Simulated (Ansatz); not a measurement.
# GeSb4Te7 (space group P-3m1, No. 164; a cell from a computed database, its experimental status unchecked)

Space group P-3m1 (No. 164); a = 4.257 Å, b = 4.257 Å, c = 23.391 Å, α = 90.00°, β = 90.00°, γ = 120.00°

| atom | site | symmetry | x | y | z |
|---|---|---|---|---|---|
| Ge | 1b | -3m. | 0.0000 | 0.0000 | 0.5000 |
| Sb | 2d | 3m. | 0.3333 | 0.6667 | 0.0841 |
| Sb | 2d | 3m. | 0.3333 | 0.6667 | 0.3439 |
| Te | 2d | 3m. | 0.6667 | 0.3333 | 0.1577 |
| Te | 2c | 3m. | 0.0000 | 0.0000 | 0.2705 |
| Te | 2d | 3m. | 0.6667 | 0.3333 | 0.4288 |
| Te | 1a | -3m. | 0.0000 | 0.0000 | 0.0000 |

The values are results of Ansatz (a program for electronic structure), PBE-D3(BJ), PAW, cutoff 420 eV, without spin-orbit coupling, not measurements. Settings: 7×7×2 k-points, 0.05 eV Fermi–Dirac smearing.

The volume per atom comes out as 30.59 Å³, the density comes out as 6.57 g/cm³ and the band gap is 0.08 eV, direct at A. The total energy is -6591.611 eV/atom (σ→0; compares only within this code and set-up).

Spin-orbit coupling, missing from the scalar runs, can matter with Sb and Te. Stability against distortions was not tested. The program warned that a D3 coordination switch lies within reach, so dispersion energies are less smooth here. A zero or small gap of GeSb4Te7 can be the functional's error rather than a property of the material.
